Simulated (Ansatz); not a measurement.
Several settings converged on a (001) slab of Tc (cut from a parent of space group no. 194; 4 atoms in the cell)

```
CELL_PARAMETERS angstrom
      2.72630     0.00000     0.00000
     -1.36315     2.36104     0.00000
      0.00000     0.00000    20.55209
ATOMIC_POSITIONS crystal
  Tc 0.66667 0.33333 0.44686
  Tc 0.33333 0.66667 0.34060
  Tc 0.66667 0.33333 0.65940
  Tc 0.33333 0.66667 0.55314
```

Base method: PBEsol, default PAW files made with PBE (plane waves; Ansatz, a program for electronic structure).

Base settings: basis.ecutwfc = 500 eV; kpoints.mp_grid.grid = 13 13 1; hamiltonian.xc = pbesol; hamiltonian.pseudopotentials = {kind: paw} (the program's default PAW files); scf.occupations.method = gaussian; scf.occupations.width = 0.1 eV.

The count of work is k-points × plane waves × bands × iterations; it is no time. Core times come from one kind of shared machine, to one figure; runs under 30 s give none.

**The vacuum**

The mesh stays at the base's, so the ladder's end is converged at best in this setting alone.

Only quantities that move along the ladder and can be compared are tabulated.

```tsv
vacuum between outermost atoms (Å)	free energy less the last step's (meV/atom)	largest difference of a force vector from the last step's (eV/Å)	count of work / last
3.0	-357.43	1.438	0.26
4.0	-118.69	0.631	0.29
5.0	-31.08	0.164	0.28
6.0	-6.65	0.025	0.35
7.0	-1.38	0.001	0.37
8.0	-0.33	0.000	0.40
10.0	-0.02	0.000	0.45
12.0	0.00	0.000	0.51
14.0	0.00	0.000	0.56
17.0	0.00	0.000	0.64
20.0	0.00	0.000	0.73
25.0	0.01	0.000	0.86
30.0	0.00	0.000	1.0
```

Smallest vacuum between outermost atoms (Å) that holds the forces within 0.01 eV/Å of the last step, with all finer ones: 7.0, at 0.37 of the last step's count of work; the step before is off by 0.025 eV/Å.

Smallest vacuum between outermost atoms (Å) that holds the free energy within 0.5 meV/atom of the last step, with all finer ones: 8.0, at 0.40 of the last step's count of work; the step before is off by 1.4 meV/atom.

**The depth of the slab**

On the (001) slab of Tc (cut from a parent of space group no. 194; 2 atoms in the cell), and deeper slabs.

Surface energy = (E_slab − N e_bulk)/2A, with e_bulk from the bulk crystal on its finest mesh (600 k-points); errors per atom of slab and bulk, whose meshes differ, grow with N.

The mesh stays at the base's, so the ladder's end is converged at best in this setting alone.

Only quantities that move along the ladder and can be compared are tabulated.

| atoms | unrelaxed surface energy (J/m²) | count of work / last | core time / last (rough) |
|---|---|---|---|
| 2 | 2.936 | 0.052 | – |
| 4 | 2.887 | 0.12 | – |
| 6 | 2.946 | 0.23 | – |
| 8 | 2.932 | 0.36 | – |
| 10 | 2.944 | 0.51 | 0.4 |
| 12 | 2.950 | 0.69 | 0.7 |
| 14 | 2.952 | 1.0 | 1 |

Smallest size that holds the unrelaxed surface energy within 0.01 J/m² of the last step, with all finer ones: 10, at about 0.4 of the last step's time; the step before is off by 0.020 J/m².

On the base run: the starting cell has typed, rounded lattice constants, without a prior relaxation at this level. The slab is cut from that crystal, and its faces are unrelaxed. Its lattice was rescaled by up to half a per cent. Spin polarisation is off. In the base run, forces exceed 1 eV/Å.

Left out of this page: 1 run of the series outside the window shown, repeating another row's setting, or not comparable.

Keys are those of Ansatz 0.2.
